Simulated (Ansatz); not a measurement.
Effect of tensor shear ε_xy = −3.86 % on GaCuSe2

Base system: GaCuSe₂ in the chalcopyrite structure (space group I-42d, No. 122; a = 5.608 Å, c = 11.096 Å). Axes: x, y, z lie along a, b, c of the conventional cell.

The change: a pure shear with ε_xy = ε_yx = -0.0386, atoms relaxed at fixed cell.

Method: r2SCAN (Ansatz, a first-principles code; PAW; 500 eV plane waves; scalar-relativistic without spin-orbit coupling), earlier PAW set. k-mesh 8×8×8 (Γ-centred); smearing 0.05 eV (Fermi–Dirac).

The space group goes from I-42d (No. 122) to Fdd2 (No. 43) and the shortest interatomic distance shrinks by 0.013 Å, from 2.408 Å to 2.395 Å. The energy increases by 18 meV/atom and the pressure (mean of the normal stresses, compression positive) goes from zero to 0.09 GPa. The band gap shrinks by 0.053 eV, from 0.57 eV to 0.51 eV and the gap character stays direct at Γ. The valence-band top at Γ (three highest levels, from the VBM) becomes 0.00, -0.08, -0.25 eV (base: 0.00, -0.11, -0.11 eV) and the largest internal atomic displacement is 0.052 Å. The stress (xx, yy, zz, yz, xz, xy; compression positive) comes out as (0.13, 0.13, 0.02, 0.00, 0.00, 3.44) GPa.

Final structure:

```
CELL_PARAMETERS angstrom
     -2.91214     2.91214     5.54824
      2.91214    -2.91214     5.54824
      2.69567     2.69567    -5.54824
ATOMIC_POSITIONS crystal
  Cu 0.75467 0.25467 0.50000
  Cu 0.00467 0.00467 0.00000
  Ga 0.25240 0.75240 0.50000
  Ga 0.50240 0.50240 0.00000
  Se 0.11792 0.11938 0.49437
  Se 0.62501 0.62354 0.50563
  Se 0.37354 0.87501 0.00563
  Se 0.86938 0.36792 0.99437
```

The cells carry an imposed strain or load. Stability against distortions was not tested. The final runs are not spin-polarised. Labels are those of the standard path for the cell's own space group.
